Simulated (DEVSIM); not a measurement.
System: Al/La2O3/SiO2/p-Si capacitor, at 400 K.

```csv
layer (left to right),material,thickness (nm),Na (cm⁻³)
1,La2O3,2.90,-
2,SiO2,0.960,-
3,Si,370,2.4e18
```

Metal gate on the left, work function 4.1 eV. Fixed charge at the semiconductor interface 5.4e10 cm⁻² (in units of +e); no interface traps.

Constants are typed, rounded textbook-type inputs, not results; the design itself was drawn at random and stands for no fabricated device. Values at 300 K; Nc and Nv go as T^1.5, mobilities as T to minus their exponent, the gap by Varshni's rule with the affinity fixed.

```tsv
parameter	La2O3	SiO2	Si
gap (eV)	5.8	9	1.124
affinity (eV)	1.8	0.9	4.05
permittivity	27	3.9	11.7
Nc (cm⁻³)	-	-	2.86e19
Nv (cm⁻³)	-	-	3.1e19
Varshni α (eV/K)	-	-	0.000473
Varshni β (K)	-	-	636
```

DEVSIM, 1D Poisson equation in equilibrium, Boltzmann statistics, complete ionisation; no quantum confinement or tunnelling. Metal contacts follow the ideal Schottky-Mott rule: no Fermi-level pinning, no interface dipoles.

The interface trap density was swept, all else fixed.

```json
[
 {"interface trap density (cm^-2 eV^-1)": "0", "minimum of the low-frequency capacitance (μF/cm²)": "0.441", "flat-band voltage (V)": "-0.95", "threshold voltage (band bending 2φF) (V)": "0.29"},
 {"interface trap density (cm^-2 eV^-1)": "1e10", "minimum of the low-frequency capacitance (μF/cm²)": "0.442", "flat-band voltage (V)": "-0.95", "threshold voltage (band bending 2φF) (V)": "0.29"},
 {"interface trap density (cm^-2 eV^-1)": "1e11", "minimum of the low-frequency capacitance (μF/cm²)": "0.452", "flat-band voltage (V)": "-0.95", "threshold voltage (band bending 2φF) (V)": "0.29"},
 {"interface trap density (cm^-2 eV^-1)": "3e11", "minimum of the low-frequency capacitance (μF/cm²)": "0.473", "flat-band voltage (V)": "-0.96", "threshold voltage (band bending 2φF) (V)": "0.29"},
 {"interface trap density (cm^-2 eV^-1)": "1e12", "minimum of the low-frequency capacitance (μF/cm²)": "0.545", "flat-band voltage (V)": "-0.99", "threshold voltage (band bending 2φF) (V)": "0.30"},
 {"interface trap density (cm^-2 eV^-1)": "2e12", "minimum of the low-frequency capacitance (μF/cm²)": "0.638", "flat-band voltage (V)": "-1.03", "threshold voltage (band bending 2φF) (V)": "0.32"}
]
```

From the first row to the last the minimum of the low-frequency capacitance goes from 0.441 to 0.638. From the first row to the last the flat-band voltage goes from -0.95 to -1.03.
